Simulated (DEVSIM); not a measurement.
Device: abrupt Si p-n junction, at 400 K.

Layer 1 from the left is Si, thickness (μm) 2.70, Na (cm⁻³) 3.5e18, τn (s) 1.5e-6, τp (s) 1.5e-6. Layer 2 from the left is Si, thickness (μm) 0.330, Nd (cm⁻³) 2.1e17, τn (s) 1.5e-6, τp (s) 1.5e-6.

Left contact: ohmic. Right contact: ohmic. Voltage is applied to the left contact. Recombination: SRH at mid-gap, radiative, Auger. Mobility is μmin + (μ − μmin)/(1 + (N/Nref)^α).

Constants are typed, rounded textbook-type inputs, not results; the design itself was drawn at random and stands for no fabricated device. Values at 300 K; Nc and Nv go as T^1.5, mobilities as T to minus their exponent, the gap by Varshni's rule with the affinity fixed.

Si: gap (eV) 1.124, affinity (eV) 4.05, permittivity 11.7, Nc (cm⁻³) 2.86e19, Nv (cm⁻³) 3.1e19, μn (cm²/Vs) 1417, μp (cm²/Vs) 470, μn,min 52, μp,min 45, Nref,n 9.7e16, Nref,p 2.2e17, αn 0.68, αp 0.72, T exponent of μn 2.3, T exponent of μp 2.2, B (cm³/s) 4.7e-15, Cn (cm⁶/s) 2.8e-31, Cp (cm⁶/s) 9.9e-32, Varshni α (eV/K) 0.000473, Varshni β (K) 636.

### Question
Estimate by hand the built-in potential, the peak field at zero bias, and compare with a numerical solution.

### Answer

- Built-in potential: ni = √(Nc Nv) exp(−Eg/2kT) = 5.68e12 cm⁻³ with Eg = 1.096 eV; Vbi = kT/q ln(Na Nd/ni²) = 0.822 V; numerical 0.822 V.
- Peak field at zero bias: depletion approximation: W = √(2εVbi/(qN)) = 0.0733 μm with N = 1.98e17 cm⁻³; field = 2Vbi/W = 224000 V/cm; numerical 224000 V/cm.

DEVSIM, 1D drift-diffusion, Boltzmann statistics, complete ionisation; no tunnelling, impact ionisation, image-force lowering or self-heating.
